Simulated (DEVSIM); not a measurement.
# isotype n-n heterojunction In0.52Al0.48As/In0.53Ga0.47As

System: isotype n-n heterojunction In0.52Al0.48As/In0.53Ga0.47As, at 300 K.

```tsv
layer (left to right)	material	thickness (μm)	Nd (cm⁻³)	τn (s)	τp (s)
1	In0.52Al0.48As	0.110	4.2e16	7.6e-10	7.6e-10
2	In0.53Ga0.47As	0.150	4.8e15	7.6e-10	7.6e-10
```

Left contact: ohmic. Right contact: ohmic. Voltage is applied to the left contact. Recombination: SRH at mid-gap, radiative. Mobility is constant in doping.

This is a model device: material constants are rounded textbook-type values typed into the input, and sizes, dopings and lifetimes were drawn at random. Values at 300 K.

```csv
parameter,In0.52Al0.48As,In0.53Ga0.47As
gap (eV),1.45,0.74
affinity (eV),4,4.51
permittivity,12.5,13.9
Nc (cm⁻³),5.1e17,2.1e17
Nv (cm⁻³),1.1e19,7.7e18
μn (cm²/Vs),4000,12000
μp (cm²/Vs),75,300
B (cm³/s),1e-10,9.6e-11
```

Model (solved in DEVSIM): 1D drift-diffusion, Boltzmann statistics, complete ionisation; no tunnelling, impact ionisation, image-force lowering or self-heating. Band offsets follow the typed affinities; no thermionic-emission limit at abrupt steps, no polarisation charge.

| Quantity | Result |
|---|---|
| Potential step across the device at zero bias | 0.543 V |
| Dark forward voltage at 1 A/cm² | 0.612 V |

Dark forward current:

```tsv
V (V)	J (A/cm²)
0.05	0.19
0.20	0.36
0.35	0.54
0.50	0.78
0.65	1.1
0.80	1.5
0.95	1.9
1.10	2.5
1.25	3.1
1.40	3.8
1.55	4.7
1.70	5.7
1.85	6.8
2.00	8.0
```
